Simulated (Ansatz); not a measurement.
# Short convergence ladders for a (111) slab of LaAl2 (cut from a parent of space group no. 227; 12 atoms in the cell)

```yaml
crystal:
  lattice:
    - [5.71928, 0.00000, 0.00000]
    - [2.85964, 4.95304, 0.00000]
    - [0.00000, 0.00000, 21.58831]
  atoms:
    - { symbol: Al, position: [0.65328, 0.65328, 0.35129] }
    - { symbol: Al, position: [0.81995, 0.81995, 0.45944] }
    - { symbol: Al, position: [0.81995, 0.31995, 0.45944] }
    - { symbol: Al, position: [0.31995, 0.81995, 0.45944] }
    - { symbol: Al, position: [0.98662, 0.98662, 0.56759] }
    - { symbol: Al, position: [0.15328, 0.15328, 0.67575] }
    - { symbol: Al, position: [0.15328, 0.65328, 0.67575] }
    - { symbol: Al, position: [0.65328, 0.15328, 0.67575] }
    - { symbol: La, position: [0.31995, 0.31995, 0.37833] }
    - { symbol: La, position: [0.98662, 0.98662, 0.32425] }
    - { symbol: La, position: [0.65328, 0.65328, 0.59464] }
    - { symbol: La, position: [0.31995, 0.31995, 0.54056] }
```

Base method: PBEsol, default PAW files made with PBE (plane waves; Ansatz, a program for electronic structure).

Base settings: basis.ecutwfc = 420 eV; kpoints.mp_grid.grid = 6 6 1; hamiltonian.xc = pbesol; hamiltonian.pseudopotentials = {kind: paw} (the program's default PAW files); scf.occupations.method = fermi_dirac; scf.occupations.width = 0.1 eV.

The count of work is k-points × plane waves × bands × iterations; it is no time. Core times come from one kind of shared machine, to one figure; runs under 30 s give none.

**The vacuum**

The mesh stays at the base's, so the ladder's end is converged at best in this setting alone.

Only quantities that move along the ladder and can be compared are tabulated.

| vacuum between outermost atoms (Å) | free energy less the last step's (meV/atom) | largest difference of a force vector from the last step's (eV/Å) | count of work / last |
|---|---|---|---|
| 3.0 | -120.93 | 0.781 | 0.25 |
| 4.0 | -44.68 | 0.803 | 0.31 |
| 5.0 | -9.85 | 0.301 | 0.33 |
| 6.0 | -3.00 | 0.107 | 0.40 |
| 7.0 | -2.35 | 0.062 | 0.43 |
| 8.0 | -2.13 | 0.048 | 0.46 |
| 10.0 | -1.57 | 0.031 | 0.47 |
| 12.0 | -1.11 | 0.022 | 0.52 |
| 14.0 | -0.81 | 0.016 | 0.57 |
| 17.0 | -0.51 | 0.010 | 0.65 |
| 20.0 | -0.33 | 0.006 | 0.73 |
| 25.0 | -0.12 | 0.002 | 0.87 |
| 30.0 | 0.00 | 0.000 | 1.0 |

Smallest vacuum between outermost atoms (Å) that holds the free energy within 5 meV/atom of the last step, with all finer ones: 6.0, at 0.40 of the last step's count of work; the step before is off by 9.8 meV/atom.

Smallest vacuum between outermost atoms (Å) that holds the forces within 0.02 eV/Å of the last step, with all finer ones: 14.0; the step before is off by 0.022 eV/Å.

Two neighbours can agree and both be off: 7.0 and 8.0 differ by 0.22 meV/atom in the free energy, yet lie about 2.1 meV/atom from the last step.

**The k-point mesh**

Only quantities that move along the ladder and can be compared are tabulated.

```csv
kpoints.mp_grid.grid,free energy less the last step's (meV/atom),largest difference of a force vector from the last step's (eV/Å),count of work / last,core time / last (rough)
2 2 1,-21.84,0.612,0.061,–
3 3 1,-1.67,0.070,0.10,–
4 4 1,0.31,0.103,0.12,–
5 5 1,1.23,0.050,0.15,–
6 6 1,0.39,0.020,0.21,–
7 7 1,-0.10,0.005,0.24,0.2
8 8 1,-0.07,0.004,0.30,0.3
9 9 1,-0.04,0.002,0.36,0.4
11 11 1,-0.01,0.001,0.48,0.5
13 13 1,0.00,0.000,0.64,0.6
15 15 1,0.00,0.000,0.82,0.8
17 17 1,0.00,0.000,1.0,1
```

Coarsest kpoints.mp_grid.grid that holds the forces within 0.005 eV/Å of the last step, with all finer ones: 8 8 1, at 0.30 of the last step's count of work and about 0.3 of the last step's time; the step before is off by 0.005 eV/Å.

Coarsest kpoints.mp_grid.grid that holds the free energy within 1 meV/atom of the last step, with all finer ones: 6 6 1, at 0.21 of the last step's count of work; the step before is off by 1.2 meV/atom.

**The depth of the slab**

On a (111) slab of LaAl2 (cut from a parent of space group no. 227; 6 atoms in the cell), and deeper slabs.

Surface energy = (E_slab − N e_bulk)/2A, with e_bulk from the bulk crystal on its finest mesh (104 k-points); errors per atom of slab and bulk, whose meshes differ, grow with N.

The mesh stays at the base's, so the ladder's end is converged at best in this setting alone.

Only quantities that move along the ladder and can be compared are tabulated.

```tsv
atoms	unrelaxed surface energy (J/m²)	count of work / last	core time / last (rough)
6	1.325	0.070	–
12	1.298	0.18	–
18	1.295	0.33	0.2
24	1.294	0.51	0.4
30	1.292	0.74	0.6
36	1.291	1.0	1
```

State of the unrelaxed surface energy at the end of the ladder: still drifting one way, by 0.003 J/m² over the last two steps, so the last step is no safe reference.

On the base run: the starting cell comes from a database of computed structures (which also holds hypothetical and non-ambient phases and stackings), without a prior relaxation at this level. The slab is cut from that crystal, and its faces are unrelaxed. Its lattice was rescaled by up to half a per cent. The two faces of this cut differ, and no dipole correction was used.

Left out of this page: 1 run of the series outside the window shown, repeating another row's setting, or not comparable.

Keys are those of Ansatz 0.2.
